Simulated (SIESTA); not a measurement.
A self-consistent single point of TiZn3 (P4mm, 4 atoms in the cell) with SIESTA.

Computed with LDA PW92, numerical atomic orbitals DZP, PseudoDojo LDA standard norm-conserving potentials (rewritten from UPF to PSML) run with SIESTA.

```xyz
4
Lattice="3.8692 0.0000 0.0000 0.0000 3.8692 0.0000 0.0000 0.0000 3.8692" Properties=species:S:1:pos:R:3 pbc="T T T"
Ti     0.0000     0.0000     0.0500
Zn     0.0000     1.9346     1.9346
Zn     1.9346     0.0000     1.9346
Zn     1.9346     1.9346     0.0000
```

Reference input (self-consistent single point, DFT, LDA PW92, numerical atomic orbitals DZP, PseudoDojo LDA standard norm-conserving potentials (rewritten from UPF to PSML)): XC.functional = LDA; XC.authors = PW92; potentials = PseudoDojo LDA standard; PAO.BasisSize = DZP; PAO.EnergyShift = 0.005 Ry; MeshCutoff = 350 Ry; kgrid.MonkhorstPack = 4 4 4; OccupationFunction = FD; ElectronicTemperature = 0.1 eV; MaxSCFIterations = 150; SCF.Mixer.Method = Broyden; SCF.Mixer.Weight = 0.2. This run's input differs from it in these lines:

```diff
@@ -41,3 +41,6 @@
 SCF.Mixer.History            6
-SCF.DM.Tolerance             1.0E-04
+SCF.DM.Converge              false
+SCF.H.Converge               false
+SCF.FreeE.Converge           true
+SCF.FreeE.Tolerance          1.0E-12 eV
 Diag.ParallelOverK           true
```

Output, abridged:

```
        iscf     Eharris(eV)        E_KS(eV)     FreeEng(eV)     dDmax    Ef(eV) dHmax(eV)
   scf:    1   -18232.151115   -18524.638748   -18524.990781  1.745365 -2.023952 41.461206
   scf:    2   -18604.146239   -18652.187631   -18652.265501  2.704469 -0.950981 23.575555
   scf:    3   -18670.534913   -18662.847377   -18662.964730  1.585748 -1.634405 11.238583
   scf:    4   -18646.053722   -18661.142159   -18661.299807  1.625075 -3.236288 12.128429
   scf:    5   -18662.274219   -18665.644049   -18665.778536  1.135269 -2.114185  5.000836
   [... 141 lines left out ...]
   scf:  147   -18666.328117   -18666.328117   -18666.469186  0.000000 -2.487263  0.000000
   scf:  148   -18666.328117   -18666.328117   -18666.469186  0.000000 -2.487263  0.000000
   scf:  149   -18666.328117   -18666.328117   -18666.469185  0.000000 -2.487263  0.000000
   scf:  150   -18666.328117   -18666.328117   -18666.469186  0.000000 -2.487263  0.000000
SCF_NOT_CONV: SCF did not converge in maximum number of steps (required).
SCF_NOT_CONV: SCF did not converge in maximum number of steps (required).
Geom step, scf iteration, dDmax, dHmax:    0   150      0.000000     0.000000
Geom step, scf iteration, dDmax, dHmax:    0   150      0.000000     0.000000

ABNORMAL_TERMINATION
ABNORMAL_TERMINATION
Stopping Program from Node:    0
Stopping Program from Node:    0
```

The run ended unconverged after 150 iterations. 

The starting cell comes from a database of computed structures (which also holds hypothetical and non-ambient phases and stackings), without a prior relaxation at this level. Its lattice was rescaled by up to half a per cent. One atom was moved a little off its site on purpose. Values carry the incompleteness of an atom-centred basis.

Cost on one core of a shared machine: roughly 4 min.
